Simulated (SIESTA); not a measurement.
SIESTA run on ReTc (P1, 2 atoms in the cell): self-consistent single point.

Level of theory: GGA PBEsol, numerical atomic orbitals DZP, PseudoDojo PBEsol standard norm-conserving potentials (rewritten from UPF to PSML) (SIESTA 5.4.2).

The change in words: atoms moved at random. Reference geometry:
```
ReTc
1.0
    2.74930     0.00000     0.00000
   -1.37465     2.38096     0.00000
    0.00000     0.00000     4.44027
Tc Re
1 1
Direct
  0.66667   0.33333   0.00000
  0.00000   0.00000   0.50000
```

Reference input (self-consistent single point, DFT, GGA PBEsol, numerical atomic orbitals DZP, PseudoDojo PBEsol standard norm-conserving potentials (rewritten from UPF to PSML)): XC.functional = GGA; XC.authors = PBEsol; potentials = PseudoDojo PBEsol standard; PAO.BasisSize = DZP; PAO.EnergyShift = 0.01 Ry; MeshCutoff = 400 Ry; kgrid.MonkhorstPack = 11 11 6; OccupationFunction = MP; OccupationMPOrder = 0; ElectronicTemperature = 200 meV; MaxSCFIterations = 150; SCF.Mixer.Method = Pulay. This run's input differs from it in these lines:

```diff
@@ -18,4 +18,4 @@
 %block AtomicCoordinatesAndAtomicSpecies
-     0.500000500    0.288674889    0.000000000  1
-     0.000000000    0.000000000    0.807527371  2
+     0.489468000    0.281820297    0.003262411  1
+     0.010532500    0.006854592    0.804264960  2
 %endblock AtomicCoordinatesAndAtomicSpecies
```

Output, abridged:

```
        iscf     Eharris(eV)        E_KS(eV)     FreeEng(eV)     dDmax    Ef(eV) dHmax(eV)
   scf:    1    -4612.974453    -4653.078066    -4653.108521  1.186423 -3.496984 20.122290
   scf:    2    -4571.314187    -4644.323676    -4644.359204  1.023742 -3.502106 22.757555
   scf:    3    -4668.227715    -4667.295357    -4667.331143  0.695217 -3.897959  3.668236
   scf:    4    -4667.598747    -4667.667145    -4667.703868  0.196506 -4.619431  1.619321
   scf:    5    -4667.743609    -4667.746067    -4667.781819  0.063427 -4.432909  0.375714
   [... 2 lines left out ...]
   scf:    8    -4667.749716    -4667.749704    -4667.785557  0.000709 -4.458760  0.002391
   scf:    9    -4667.749700    -4667.749703    -4667.785556  0.000221 -4.459516  0.005052
   scf:   10    -4667.749705    -4667.749704    -4667.785558  0.000118 -4.459611  0.000311
   scf:   11    -4667.749704    -4667.749704    -4667.785558  0.000014 -4.459648  0.000168
SCF Convergence by DM+H criterion
max |DM_out - DM_in|         :     0.0000141143
max |H_out - H_in|      (eV) :     0.0001683456
SCF cycle converged after 11 iterations

Using DM_out to compute the final energy and forces

siesta: E_KS(eV) =            -4667.7497

siesta: E_KS - E_eggbox =     -4667.7497

siesta: Atomic forces (eV/Ang):
     1    0.231530    0.149837   -0.071096
     2   -0.232901   -0.152648    0.067104
   Tot   -0.001371   -0.002810   -0.003992
   Max    0.232901
   Res    0.164904    sqrt( Sum f_i^2 / 3N )
   Max    0.232901    constrained

Stress tensor Voigt[x,y,z,yz,xz,xy] (kbar):       78.88       93.62       83.22        2.35        3.44      -11.01
(Free)E + p*V (eV/cell)    -4669.3320
Target enthalpy (eV/cell)    -4667.7856

siesta: Program's energy decomposition (eV):
siesta: FreeEng =     -4667.785558

   [... lines left out ...]
siesta: Cell volume =         29.065938 Ang**3
siesta:         -85.24114590        -95.75611290  kBar
   [... lines left out ...]
               5dz2    5dxz    5dx2-y2
   2 14.965   1.858   0.903  -0.186   1.952   1.951   1.952   0.289   0.364
              0.286   1.224   1.202   1.264   1.219   1.225  -0.099  -0.113

             -0.110  -0.115  -0.101

mulliken: Qtot =       30.000

Mulliken Atomic Populations:
Atom #   charge [q] valence [e]  Species
     1    -0.035369   15.035369  Tc
     2     0.035369   14.964631  Re
 Total     0.000000
```

The run converged in 11 iterations. Against the reference run the free energy rises by 5.3 meV/atom, the pressure goes from -9.03 to -8.52 GPa and the largest force goes from 0.000 to 0.286 eV/Å.

The starting cell comes from a database of computed structures (which also holds hypothetical and non-ambient phases and stackings), without a prior relaxation at this level. For this run, on top of that: atoms moved at random. Spin polarisation is off. Values carry the incompleteness of an atom-centred basis. With a pressure of about -9 GPa the cell is away from its equilibrium volume at this level.
